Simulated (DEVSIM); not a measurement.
**Si n-i-p diode**

Structure: Si n-i-p diode, at 300 K.

```csv
layer (left to right),material,thickness (μm),Nd (cm⁻³),Na (cm⁻³),τn (s),τp (s)
1,Si,0.120,6e18,-,7.4e-7,7.4e-7
2,Si,0.210,-,1.3e12,7.4e-7,7.4e-7
3,Si,4.50,-,6.1e17,7.4e-7,7.4e-7
```

Left contact: ohmic. Right contact: ohmic. Voltage is applied to the left contact. Recombination: SRH at mid-gap, radiative. Mobility is constant in doping.

Constants are typed, rounded textbook-type inputs, not results; the design itself was drawn at random and stands for no fabricated device. Values at 300 K.

```
parameter           Si
-------------  -------
gap (eV)         1.124
affinity (eV)     4.05
permittivity      11.7
Nc (cm⁻³)      2.86e19
Nv (cm⁻³)       3.1e19
μn (cm²/Vs)       1417
μp (cm²/Vs)        470
B (cm³/s)      4.7e-15
```

DEVSIM, 1D drift-diffusion, Boltzmann statistics, complete ionisation; no tunnelling, impact ionisation, image-force lowering or self-heating.

The potential step across the device at zero bias is 0.982 V. The dark forward voltage at 1 A/cm² is 0.669 V and the dark forward voltage at 100 A/cm² comes out as 0.789 V.

Dark forward current:

(V (V), J (A/cm²)): (-0.05, -4.5e-9); (-0.10, -1.6e-8); (-0.15, -5.1e-8); (-0.20, -1.5e-7); (-0.25, -5.0e-7); (-0.30, -1.8e-6); (-0.35, -7.8e-6); (-0.40, -4.0e-5); (-0.45, -0.00024); (-0.50, -0.0015); (-0.55, -0.010); (-0.60, -0.069); (-0.65, -0.47); (-0.70, -3.3); (-0.75, -22); (-0.80, -150); (-0.85, -900); (-0.90, -4000)

Dark reverse current:

```csv
V (V),J (A/cm²)
0.10,3.4e-9
0.25,6.2e-9
0.50,9.5e-9
0.75,1.2e-8
1.00,1.4e-8
1.50,1.6e-8
2.00,1.8e-8
2.50,1.9e-8
3.25,2.0e-8
4.00,2.1e-8
```
